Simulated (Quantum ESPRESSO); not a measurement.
Troubleshooting Quantum ESPRESSO: a failed run on K₂NaLaCl₆ (Fm-3m, 10 atoms in the cell). The aim is a self-consistent single point with DFT, PBEsol, plane waves, GBRV 1.5 ultrasoft (PBESOL) pseudopotentials.

Cell that was meant: a = 7.7708 Å, b = 7.7708 Å, c = 7.7708 Å, α = 60.00°, β = 60.00°, γ = 60.00°.

Part of the input:

```fortran
La   138.9055  la_pbesol_v1.uspp.F.UPF
Cl    35.4500  cl_pbesol_v1.4.uspp.F.UPF
ATOMIC_POSITIONS {angstrom}
K     8.2421713581    8.2421713581    8.2421713581
K     2.7473923912    2.7473923912    2.7473923912
Na    5.4947789669    5.4947789669    5.4947789669
La    0.0000000000    0.0000000000    0.0000000000
Cl    2.7591511785    5.4947818746    5.4947818746
Cl    8.2304125707    5.4947818746    5.4947818746
Cl    5.4947818746    2.7591511785    5.4947818746
Cl    5.4947818746    8.2304125707    5.4947818746
Cl    5.4947818746    5.4947818746    2.7591511785
Cl    5.4947818746    5.4947818746    8.2304125707
K_POINTS {automatic}
3 3 3  0 0 0
CELL_PARAMETERS {bohr}
   0.0000000000     5.4947793293     5.4947793293
   5.4947793293     0.0000000000     5.4947793293
   5.4947793293     5.4947793293     0.0000000000
```

Output, abridged:

```
     Message from routine setup:
     using ibrav=0 with symmetry is DISCOURAGED, use correct ibrav instead
     G-vector sticks info
     --------------------
     sticks:   dense  smooth     PW     G-vecs:    dense   smooth      PW
     Sum         847     673    199                15905    11311    1837

     bravais-lattice index     =            0
   [... lines left out ...]

      6 Sym. Ops. (no inversion) found

   Cartesian axes

     site n.     atom                  positions (alat units)
         1        K      tau(   1) = (   2.0043578   2.0043578   2.0043578  )
         2        K      tau(   2) = (   0.6681197   0.6681197   0.6681197  )
         3        Na     tau(   3) = (   1.3362381   1.3362381   1.3362381  )
         4        La     tau(   4) = (   0.0000000   0.0000000   0.0000000  )
         5        Cl     tau(   5) = (   0.6709793   1.3362388   1.3362388  )
         6        Cl     tau(   6) = (   2.0014983   1.3362388   1.3362388  )
         7        Cl     tau(   7) = (   1.3362388   0.6709793   1.3362388  )
         8        Cl     tau(   8) = (   1.3362388   2.0014983   1.3362388  )
         9        Cl     tau(   9) = (   1.3362388   1.3362388   0.6709793  )
        10        Cl     tau(  10) = (   1.3362388   1.3362388   2.0014983  )

     number of k points=     6
                       cart. coord. in units 2pi/alat
        k(    1) = (   0.0000000   0.0000000   0.0000000), wk =   0.0740741
        k(    2) = (   0.2357023   0.2357023  -0.2357023), wk =   0.4444444
        k(    3) = (   0.4714045   0.0000000   0.0000000), wk =   0.4444444
        k(    4) = (  -0.0000000  -0.4714045   0.4714045), wk =   0.4444444
        k(    5) = (   0.2357023   0.2357023   0.2357023), wk =   0.1481481
        k(    6) = (   0.4714045  -0.0000000   0.4714045), wk =   0.4444444

     Dense  grid:    15905 G-vectors     FFT dimensions: (  36,  36,  36)

     Smooth grid:    11311 G-vectors     FFT dimensions: (  32,  32,  32)

     Initial potential from superposition of free atoms

     starting charge      78.9568, renormalised to      80.0000

     negative rho (up, down):  2.651E-03 0.000E+00

 %%%%%%%%%%%%%%%%%%%%%%%%%%%%%%%%%%%%%%%%%%%%%%%%%%%%%%%%%%%%%%%%%%%%%%%%%%%%%%
     Error in routine cdiaghg (66):
     S matrix not positive definite
 %%%%%%%%%%%%%%%%%%%%%%%%%%%%%%%%%%%%%%%%%%%%%%%%%%%%%%%%%%%%%%%%%%%%%%%%%%%%%%

     stopping ...
```

Read the log: what does the program object to, and what is the fix?

The fault is this: cell lengths typed in angstrom where bohr is read; here the program stops on it instead of giving results. To fix it, give the lengths in the unit that the key or card expects. The program stopped before any SCF iteration.

The sound input it was made from differs as follows (other fixes are possible):
```diff
-CELL_PARAMETERS {bohr}
-   0.0000000000     5.4947793293     5.4947793293
-   5.4947793293     0.0000000000     5.4947793293
-   5.4947793293     5.4947793293     0.0000000000
+CELL_PARAMETERS {angstrom}
+   0.0000000000     5.4947800000     5.4947800000
+   5.4947800000     0.0000000000     5.4947800000
+   5.4947800000     5.4947800000     0.0000000000
```

With that input, the run converged in 12 iterations: free energy E − TS -6964.8493 eV; top of the valence band (on the code's own zero) 0.84 eV; gap on the k-point mesh 4.58 eV; pressure -1.19 GPa; largest force (vector length) 0.115 eV/Å (DFT, PBEsol, plane waves, GBRV 1.5 ultrasoft (PBESOL) pseudopotentials).

On the sound input: the starting cell comes from a database of computed structures (which also holds hypothetical and non-ambient phases and stackings), without a prior relaxation at this level.
